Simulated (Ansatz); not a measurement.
# AlOs: pressure series

Consider AlOs in the CsCl type structure (space group Pm-3m, No. 221; a cell from a computed database, its experimental status unchecked).

```
AlOs
1.0
    2.99276     0.00000     0.00000
    0.00000     2.99276     0.00000
    0.00000     0.00000     2.99276
Al Os
1 1
Cartesian
  0.00000   0.00000   0.00000
  1.49638   1.49638   1.49638
```

Cell and atoms are relaxed at each pressure.

Method: plane-wave PAW DFT at the PBEsol level (Ansatz, a quantum-chemistry and plane-wave program, 420 eV), no SOC.

| pressure (GPa) | volume per atom (Å³/atom) |
|---|---|
| -1 | 13.457 |
| 0 | 13.403 |
| 0.3 | 13.387 |
| 0.7 | 13.365 |
| 1.5 | ? |
| 3 | 13.248 |
| 5 | 13.150 |
| 7.5 | 13.032 |
| 10 | 12.919 |

### Question
Fit the third-order Birch–Murnaghan form P(V) = (3B₀/2)[(V₀/V)^(7/3) − (V₀/V)^(5/3)]·[1 + (3/4)(B₀′ − 4)((V₀/V)^(2/3) − 1)] (squares taken in P) to the rows shown and predict the withheld row.

### Answer
Least squares on the printed values gives V₀ = 13.403 Å³/atom, B₀ = 252 GPa, B₀′ = 4.2; this predicts 13.324 Å³/atom, and the run gives 13.324 Å³/atom, in agreement.

Load acts through the strain it causes; cell and atoms are relaxed under it. Whether these cells are dynamically stable was not tested. Competing high-pressure phases were not computed. The final runs are not spin-polarised.
